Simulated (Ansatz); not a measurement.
Here is the system:

```xyz
6
Lattice="-1.8878 1.8878 4.7803 1.8878 -1.8878 4.7803 1.8878 1.8878 -4.7803" Properties=species:S:1:pos:R:3 pbc="T T T"
Ti     0.0000     0.0000     4.7803
Ti     1.8878     0.0000     2.3901
O      0.0000     0.0000     2.7960
O      1.8878     0.0000     0.4058
O      1.8878     0.0000     4.3745
O      0.0000     0.0000     6.7646
```

No spin polarisation.

All numbers come from Ansatz (a first-principles code), r2SCAN, PAW, cutoff 500 eV, no SOC. k-mesh 12×12×12 (Γ-centred); smearing 0.05 eV (Fermi–Dirac).

Q: Predict the gap character, band gap, smallest direct gap and width of the top valence band.

A: The gap character comes out as indirect, Γ–X (87 % along) → Γ. The band gap is 2.53 eV. The smallest direct gap is 2.87 eV and the width of the top valence band is 0.87 eV.

Load acts through the strain it causes; cell and atoms are relaxed under it. No phonon test of stability was made. All final runs are without spin polarisation. The cell was made from TiO₂ in the anatase structure (space group I4_1/amd, No. 141) by this change: pressure 0.7 GPa.
